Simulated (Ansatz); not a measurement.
Response to strain in SnTe

Take SnTe in the rock salt structure (space group Fm-3m, No. 225; a = 6.370 Å) as the base. Axes: x, y, z lie along the cube axes.

Strains are applied to the cell and any free atomic positions relax; under biaxial strain the out-of-plane vector relaxes too.

Calculations: Ansatz (a quantum-chemistry and plane-wave program) r2SCAN, spin-orbit coupling left out.

Notes on the quantities. pressure: mean of the normal stresses, compression positive; energy relative to the base: free energy F.

```tsv
variant	pressure	volume per atom	energy relative to the base
base	0.0 GPa	32.30 Å³	0 meV/atom
biaxial strain −2.50 %, plane normal [111], relaxed out of plane	1.2 GPa	31.44 Å³	?
biaxial strain −2.08 %, plane normal [111], relaxed out of plane	1.0 GPa	31.59 Å³	+6.2 meV/atom
biaxial strain −1.67 %, plane normal [111], relaxed out of plane	0.8 GPa	?	+4.0 meV/atom
biaxial strain −1.25 %, plane normal [111], relaxed out of plane	0.6 GPa	31.87 Å³	+2.3 meV/atom
biaxial strain −0.83 %, plane normal [111], relaxed out of plane	0.4 GPa	32.02 Å³	+1.0 meV/atom
biaxial strain −0.42 %, plane normal [111], relaxed out of plane	?	32.16 Å³	+0.3 meV/atom
```

### Question
Fill in the withheld entries from the trend.

### Answer

- biaxial strain −2.50 %, plane normal [111], relaxed out of plane, energy relative to the base: +9.1 meV/atom
- biaxial strain −1.67 %, plane normal [111], relaxed out of plane, volume per atom: 31.73 Å³
- biaxial strain −0.42 %, plane normal [111], relaxed out of plane, pressure: 0.2 GPa

Stability against distortions was not tested. The final runs are not spin-polarised.
